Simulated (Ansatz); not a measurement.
**Effect of isotropic strain −2.50 % on BP**

Take BP in the zinc blende structure (space group F-43m, No. 216; a = 4.537 Å) as the base.

Perturbation: the cell is scaled by 0.9750 in all directions, atoms relaxed at fixed cell.

The values are results of DFT with r2SCAN, PAW potentials and a 500 eV plane-wave cutoff in Ansatz (a program for electronic structure), scalar-relativistic without spin-orbit coupling, not measurements. Settings: 12×12×12 k-points, 0.05 eV Fermi–Dirac smearing.

```csv
quantity,base,changed,shift
space group,F-43m (No. 216),F-43m (No. 216),–
shortest interatomic distance,3.712 bohr,3.619 bohr,-0.093 bohr
energy relative to the base (free energy F),0 meV/atom,+37 meV/atom,+37 meV/atom
pressure,0.00 GPa,14.82 GPa,+14.828 GPa
band gap,1.41 eV,1.30 eV,-0.11 eV
smallest direct gap,3.60 eV,3.73 eV,+0.13 eV
width of the top valence band,5.74 eV,6.21 eV,+0.464 eV
electron mass,"1.3 mₑ along k, 0.22 mₑ across (off the special points)","1.5 mₑ along k, 0.22 mₑ across (off the special points)",–
```

Masses are band curvatures over ±0.01 Å⁻¹ around the edge. Along k means along the line from Γ to the band edge. No phonon test of stability was made.
